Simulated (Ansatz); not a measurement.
## CdSe under load (space group I-4m2): band-edge transport data

Input:

```xyz
2
Lattice="0.0000 2.9957 3.1500 2.9957 0.0000 3.1500 2.9957 2.9957 0.0000" Properties=species:S:1:pos:R:3 pbc="T T T"
Cd     0.0000     0.0000     0.0000
Se     4.4936     4.4936     4.7249
```

Level of theory: PBEsol with spin-orbit coupling, rigid bands (plane waves, PAW; Ansatz, a program for electronic structure). Condition of this run: uniaxial stress zz = -1 GPa (compression positive) (the target of the relaxation). How the cell was made: cell and atoms relaxed with PBEsol, then loaded as said.

```json
{
  "band_gap": "0.29 eV",
  "hole conductivity mass (300 K, dilute)": "0.51 (x), 0.51 (y), 0.84 (z) mₑ",
  "effective density of states N_v (300 K)": "7.5e18 cm⁻³",
  "density_of_states_mass_holes": "0.45 mₑ",
  "Seebeck coefficient, p-type 1e19 cm⁻³, 300 K": "261 μV/K",
  "best p-type power factor at 300 K for τ = 10 fs (best axis; densities from 1e16 to 1e21 cm⁻³ tried, whether or not they can be reached)": "6.9 μW/(cm·K²) at 3e20 cm⁻³"
}
```

Rigid bands; masses and Seebeck coefficients take one relaxation time τ for all states and one kind of carrier; polarons and phonon drag are left out.
